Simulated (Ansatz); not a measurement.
Functionals compared on the (100) surface of rock-salt TiC, Cr on all Ti sites of the second plane (bottom of the slab: a bare face, its two planes held), in Ansatz (plane waves, PAW). The structure was relaxed with PBE; the other rows are single points on it. Cutoff 420 eV.

Slab: 12 atoms, 10.6 Å thick at the start with caps and adatoms (thin: gaps and levels are the slab's own); k 12x12x1, smearing 0.1 eV, dipole-corrected; 4 atoms held, the rest relaxed; start symmetry kept, larger cells not searched; spin-polarised, ending with about 1.6 μB a cell; orders that need a larger cell were not tried, no spin-orbit, no U. In PBE it lies 0.07 eV a 1x1 cell over the lowest computed structure of the same composition (Cr on all Ti sites of the top plane). These notes are the PBE run's. RPBE: The program's check for a lower electronic state was not made.

```json
[
 {"functional": "PBE", "work function of the top face (eV)": "4.22", "magnetic moment of the cell (μB)": "1.55", "rough cost of the single point": "–"},
 {"functional": "RPBE", "work function of the top face (eV)": "___", "magnetic moment of the cell (μB)": "1.61", "rough cost of the single point": "very roughly 90 core-seconds"}
]
```

Q: Complete the blanks.

A: 
- RPBE, work function of the top face (eV): 4.07

Ansatz is a program for electronic structure.
